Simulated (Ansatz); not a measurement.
A self-consistent single point of MoIr3 (P6_3/mmc, 8 atoms in the cell) with Ansatz (an electronic-structure program).

Method: LDA (PW92) with spin-orbit coupling, default PAW files made with PBE (plane waves; Ansatz).

```
MoIr3
1.0
    5.48700     0.00000     0.00000
   -2.74350     4.75188     0.00000
    0.00000     0.00000     4.38500
Ir Mo
6 2
Cartesian
  2.74350   3.16475   1.09625
 -1.36901   3.95832   3.28875
  1.37449   0.79356   1.09625
  0.00000   1.58713   3.28875
  4.11251   0.79356   1.09625
  1.36901   3.95832   3.28875
  0.00000   3.16792   1.09625
  2.74350   1.58396   3.28875
```

Reference input (self-consistent single point, DFT, LDA (PW92), plane waves, default PAW files made with PBE): kpoints.mp_grid.grid = 5 5 5; hamiltonian.xc = lda; hamiltonian.pseudopotentials = {kind: paw} (the program's default PAW files); scf.occupations.method = gaussian; scf.occupations.width = 0.02 Ry. This run's input differs from it in these lines:

Ansatz 0.2 input:
```diff
@@ -21,2 +21,5 @@
     kind: paw
+magnetization:
+  noncollinear: true
+  spin_orbit: true
 scf:
```

Output, abridged:

```
SCF iter   1: F=—  HF=-79859.579433 eV  |F-HF|=—  |Δ(HF+E_count)|=         —  Δρ=1.09e-1  dr2=2.46e1  dr2_m=0.00e0 (ungated)  ethr=3.10e-3  |M|=0.00e0 ∫|m|=0.00e0 μB  |m|>n=0.0e0 m-floor=0.0e0 τ_xc=0.0e0  β_m=0.30  ⟨swp⟩=4.9  Hψ=4723  notcnv=0
all-band conjugate gradients solve this SCF's bands
preconditioner: auto → Kerker (q_TF=auto, 2.787 Å⁻¹)
spin=Noncollinear: Kerker preconditioning applied to the charge; magnetization (m_x, m_y, m_z) channels mix plain (no charge-response kernel on spin).
   [... lines left out ...]
SCF iter   9: F=—  HF=-79854.933841 eV  |F-HF|=—  |Δ(HF+E_count)|=   1.92e-4  Δρ=1.10e-5  dr2=2.41e-7  dr2_m=0.00e0 (ungated)  ethr=2.37e-8  |M|=0.00e0 ∫|m|=0.00e0 μB  |m|>n=0.0e0 m-floor=0.0e0 τ_xc=0.0e0  β_m=0.89  ⟨swp⟩=1.6  Hψ=1262  notcnv=0  defer=128
SCF iter  10: F=-79854.933841 eV  HF=-79854.933841 eV  |F-HF|=1.25e-8  |Δ(HF+E_count)|=   4.35e-8  Δρ=3.21e-6  dr2=1.56e-8  dr2_m=0.00e0 (ungated)  ethr=7.69e-11  |M|=0.00e0 ∫|m|=0.00e0 μB  |m|>n=0.0e0 m-floor=0.0e0 τ_xc=0.0e0  ⟨swp⟩=9.8  Hψ=4454  notcnv=0
SCF 1 converged in 10 iterations: F = -79854.933841 eV  dr2 = 1.56e-8
Magnetization: |M| = 0.0000 μB,  M = (+0.0000, +0.0000, +0.0000) μB
Absolute magnetization: 0.0000 μB (∫|m|)
  site 0: m = (+0.0000, +0.0000, +0.0000) μB, |m| = 0.0000 μB  (R = 1.11 Å)
  site 1: m = (+0.0000, +0.0000, +0.0000) μB, |m| = 0.0000 μB  (R = 1.11 Å)
  site 2: m = (+0.0000, +0.0000, +0.0000) μB, |m| = 0.0000 μB  (R = 1.11 Å)
  site 3: m = (+0.0000, +0.0000, +0.0000) μB, |m| = 0.0000 μB  (R = 1.11 Å)
  site 4: m = (+0.0000, +0.0000, +0.0000) μB, |m| = 0.0000 μB  (R = 1.11 Å)
  site 5: m = (+0.0000, +0.0000, +0.0000) μB, |m| = 0.0000 μB  (R = 1.11 Å)
  site 6: m = (+0.0000, +0.0000, +0.0000) μB, |m| = 0.0000 μB  (R = 1.11 Å)
  site 7: m = (+0.0000, +0.0000, +0.0000) μB, |m| = 0.0000 μB  (R = 1.11 Å)
Free energy (F): -79854.933841 eV
   [... lines left out ...]
Fermi energy:    24.801862 eV
   [... lines left out ...]
  atom   8  Mo    -0.00000000     0.00000000     0.00000000
--- Stress (GPa, compression-positive) ---
       -6.848919      -0.000000       0.000000
       -0.000000      -6.848919      -0.000000
        0.000000      -0.000000      -8.591829
  P = ⅓ Tr σ = -7.4299 GPa (-74.299 kbar)
  The stress holds the Pulay correction. Without it, at fixed plane waves, as pw.x and ABINIT print it: P = -7.4670 GPa
```

The run converged in 10 iterations. Against the reference run the pressure goes from -7.68 to -7.43 GPa and the largest force goes from 0.167 to 0.145 eV/Å.

The starting cell comes from a database of published, mostly measured structures (it also holds non-ambient and calculated ones), without a prior relaxation at this level. With a pressure of about -7 GPa the cell is away from its equilibrium volume at this level. Ansatz's pressure includes its estimate of the finite-basis (Pulay) stress.

Cost on one core of a shared machine: roughly 50 s.
